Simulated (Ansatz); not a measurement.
## GaN: biaxial strain −1.50 %, plane normal [001], relaxed out of plane

Start from GaN in the zinc blende structure (space group F-43m, No. 216; a = 4.4981 Å). Axes: x, y, z lie along the cube axes.

Now apply this change: biaxial strain −1.50 %, plane normal [001], relaxed out of plane (Cartesian); in-plane vectors clamped, the third vector and the atoms free.

Calculations: PBEsol in Ansatz (plane waves to 420 eV, PAW, spin-orbit coupling left out). k-mesh 13×13×13 (Γ-centred); smearing 0.05 eV (Fermi–Dirac).

- Shortest interatomic distance = 1.939 Å (base 1.948 Å)
- Energy relative to the base (free energy F) = +4.3 meV/atom
- Pressure (mean of the normal stresses, compression positive) = 27.2 kbar (base 0.0 kbar)
- Band gap = 1.74 eV (base 1.70 eV)
- Gap character = direct at Γ (base direct at Γ)
- Electron mass = 0.17 mₑ out of plane, 0.16 mₑ in plane (at Γ) (base 0.15 mₑ (at Γ))
- Valence-band top at Γ (three highest levels, from the VBM) = 0.00, 0.00, -0.16 eV (base 0.00, 0.00, 0.00 eV)
- Valley order (the lowest conduction-band minima on the path, energy above the VBM, named in the base's zone) = Γ 1.74 eV; X along [010] 3.11 eV (base Γ 1.70 eV)
- Out-of-plane strain = +1.60 %
- Ratio −ε⊥/ε∥ = 1.07
- Mean in-plane stress (compression positive) = +4.1 GPa

Final structure (turned so that z lies along the plane normal):

```yaml
crystal:
  lattice:
    - [3.13291, 0.00000, 0.00000]
    - [0.00000, 3.13291, 0.00000]
    - [1.56646, -1.56646, 2.28502]
  atoms:
    - { symbol: Ga, position: [0.00000, 0.00000, 0.00000] }
    - { symbol: N, position: [0.75000, 0.75000, 0.50000] }
```

Effective masses come from finite differences of ±0.01 Å⁻¹. Stability against distortions was not tested. This is not the structure that GaN has at room temperature and ambient pressure. k-point labels follow each cell's own Brillouin zone.

Ansatz is an electronic-structure program.
